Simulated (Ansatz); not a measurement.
The parent structure is ZnO in the wurtzite structure (space group P6_3mc, No. 186; a = 3.235 Å, c = 5.211 Å). Axes: x lies along a and z along c of the hexagonal cell.

The values are results of r2SCAN (Ansatz, a program for electronic structure, PAW, no spin-orbit coupling), not measurements.

Modification: tensor shear ε_yz = +0.62 % (engineering shear γ = 0.0124); the atoms relax in the strained cell.

Problem. Predict the stress tensor and what it implies for the stiffness.

Solution. Stress of the strained cell less that of the base (GPa, compression positive):
```
   0.00    0.00    0.00
   0.00   -0.02   -0.47
   0.00   -0.47    0.00
```

Then −Δσ/γ with γ = 2ε = 0.0124 gives relaxed-ion elastic constants: C44 ≈ 38 GPa.

Stability against distortions was not tested.
